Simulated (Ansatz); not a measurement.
# HgS: energy against volume

HgS (zinc blende, F-43m, 26.886 Å³/atom and stress up to 0.01 GPa in the relaxed cell, cube axes along x, y and z) under an equal strain ε along all three axes. PBE in Ansatz, a plane-wave DFT program (PAW, default set), 420 eV, 10×10×10 Γ-centred mesh, Fermi-Dirac smearing 0.05 eV; ions are relaxed, or left where forces stay under 0.02 eV/Å, within the symmetry of each cell. Against the start cell, which lies near the measured one, the relaxed cell differs by 7.4 % in volume; the values below rest on it.

Here V stands for volume and E for E less E0.

```
volume (Å³/atom)  E less E0 (meV/atom)  pressure (GPa)
----------------  --------------------  --------------
24.5385                              ?               ?
25.3053                          16.47            3.54
25.6946                           9.08            2.55
26.0879                           3.96            1.64
26.4851                           0.97            0.79
26.8864                           0.00            0.00
27.2917                           0.93           -0.72
27.7011                           3.65           -1.39
28.1145                           8.06           -2.01
28.5321                          14.05           -2.58
```

Fit E of the 9 rows that show it with the third-order Birch-Murnaghan form, a cubic in V^(-2/3). With u = V^(-2/3) - 0.1115, the rows have u = 0.0045181, 0.0033432, 0.0021861, 0.0010466, -0.0000761, -0.0011820, -0.0022717, -0.0033450, -0.0044029. Least squares gives E = 0.006 + 118.0·u + 765728·u² + 3260702·u³. Residuals (row less fit): -0.001, -0.001, 0.003, -0.002, -0.001, -0.001, -0.001, 0.003, -0.002; standard error 0.002 (degrees of freedom: 5). Its minimum lies at u = -0.0000771, so V0 = (0.1114229)^(-3/2) = 26.89. There d²E/du² = 1530000 and d³E/du³ = 1.956e7, so B0 = (4/9) × 26.89^(-7/3) × 1530000 × 0.160218 = 50.3 GPa (the last factor turns the table's units into GPa), and B0' = 4 + (2/3) × 0.1114229 × (1.956e7)/1530000 = 4.9. B0' rests on the cubic coefficient alone and has a standard error of 0.1 from these residuals.

Problem. Predict the withheld E at V = 24.5385 from the fit, and compare with the calculation.

Solution. u = 0.0069226, so E = 0.006 + 118.0 × 0.0069226 + 765728 × 0.0069226² + 3260702 × 0.0069226³ = 38.600 meV/atom. The calculation gives 38.58 meV/atom, 0.020 meV/atom below the prediction (0.1 % of the range of E in the table). The row lies outside the fitted rows, so this is an extrapolation. The scatter of the fitted rows lies at the last printed digit.

This level leaves no gap over 0.05 eV at strain -3.00, -2.00, -1.50, -1.00, -0.50, 0.00, 0.50, 1.00, 1.50, 2.00 %. Spin-orbit coupling is left out, which can shift these values for the heavy elements here. Other structures, which can take over under pressure, weren't tried. The same form fitted to the pressure column gives B0' = 4.9; series where the two differ by over 0.4 aren't shown. HgS is here metacinnabar; cinnabar is the stable form. Rows are the converged runs of the series near zero and its far end, less any whose ions stayed unrelaxed beside relaxed ones; series whose fitted rows scatter by over a few per cent of the range, as at a crossing or softening among them, aren't shown in this form.
